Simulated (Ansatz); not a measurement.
Habitual settings against a tight run: Ga4Ni3Pt (R3, 8 atoms in the cell)

Self-consistent single point.

```yaml
crystal:
  lattice:
    - [3.33025, 1.92272, 2.74070]
    - [-3.33025, 1.92272, 2.74070]
    - [0.00000, -3.84544, 2.74070]
  atoms:
    - { symbol: Ga, position: [0.66676, 0.66676, 0.66676] }
    - { symbol: Ga, position: [0.84572, 0.14418, 0.33734] }
    - { symbol: Ga, position: [0.33734, 0.84572, 0.14418] }
    - { symbol: Ga, position: [0.14418, 0.33734, 0.84572] }
    - { symbol: Ni, position: [0.13986, 0.85957, 0.64448] }
    - { symbol: Ni, position: [0.64448, 0.13986, 0.85957] }
    - { symbol: Ni, position: [0.85957, 0.64448, 0.13986] }
    - { symbol: Pt, position: [0.36206, 0.36206, 0.36206] }
```

Level of theory: PBEsol, PAW files made with PBE (plane waves; Ansatz, an electronic-structure program).

Base settings: basis.ecutwfc = 420 eV; kpoints.mp_grid.grid = 7 7 7; hamiltonian.xc = pbesol; hamiltonian.pseudopotentials = {kind: paw} (the program's default PAW files); scf.occupations.method = fermi_dirac; scf.occupations.width = 0.136 eV.

Tight run (finer mesh or higher cutoff; not a proven limit): basis.ecutwfc: 420 eV → 590 eV; kpoints.mp_grid.grid: 7 7 7 → 10 10 10; scf.convergence.dr2_threshold: default (1e-07 eV) → 1e-09 eV. It gave Fermi level (on the code's own zero) 16.09 eV; pressure -3.08 GPa; largest force (vector length) 0.072 eV/Å.

Quick runs, as changes from the base:
- A: the base itself
- B: basis.ecutwfc: 420 eV → 210 eV; kpoints.mp_grid.grid: 7 7 7 → 8 8 8; kpoints.mp_grid.shift: default → 0.5 0.5 0.5
- C: kpoints.mp_grid.grid: 7 7 7 → 4 4 4; hamiltonian.xc: pbesol → lda; scf.convergence.dr2_threshold: default (1e-07 eV) → 0.001 eV [LDA (PW92)]
- D: basis.ecutwfc: 420 eV → 250 eV; kpoints.mp_grid.grid: 7 7 7 → 6 6 6; scf.occupations.method: fermi_dirac → methfessel_paxton
- E: basis.ecutwfc: 420 eV → 250 eV; kpoints.mp_grid.grid: 7 7 7 → 3 3 3; hamiltonian.xc: pbesol → lda; scf.occupations.method: fermi_dirac → gaussian; scf.occupations.width: 0.136 eV → 0.5 eV; kpoints.mp_grid.shift: default → 0.5 0.5 0.5; scf.convergence.dr2_threshold: default (1e-07 eV) → 0.0001 eV [LDA (PW92)]
- F: basis.ecutwfc: 420 eV → 295 eV; kpoints.mp_grid.grid: 7 7 7 → 8 8 8; scf.occupations.width: 0.136 eV → 0.2 eV

Energies are extrapolated to zero smearing width, which holds to low order in the width alone.

Dashes: energy of C, E, another energy zero; time of C, D, E, under 30 s.

† marks runs with another functional, U, potentials or spin treatment: their distance from the tight run is not a convergence error alone.

The count of work is k-points × plane waves × bands × iterations; it is no time. Core times come from one kind of shared machine and are given to one figure; runs under 30 s give none.

Pressures in the table are Ansatz's without its Pulay estimate, at a fixed set of plane waves; the tight run's value above holds the estimate.

The starting cell comes from a database of computed structures (which also holds hypothetical and non-ambient phases and stackings), without a prior relaxation at this level. Its lattice was rescaled by a random factor within 2.5 % of one. Spin polarisation is off. In the base run, with a pressure of about -3 GPa the cell is away from its equilibrium volume at this level.

```tsv
run	energy less tight (meV/atom)	pressure less tight (GPa)	largest miss in a force vector (eV/Å)	count of work / tight	core time / tight (rough)
A	1.6	-0.05	0.003	0.18	0.2
B	7494.0	-451.33	0.430	0.081	0.10
C†	–	-5.15	0.087	0.030	–
D	1653.7	-132.33	0.140	0.046	–
E†	–	-138.64	0.161	0.0057	–
F	234.5	-25.95	0.045	0.14	0.2
```

Among the runs at the tight run's level, the energy misses run from 1.6 to 7494.0 meV/atom.

Keys are those of Ansatz 0.2.
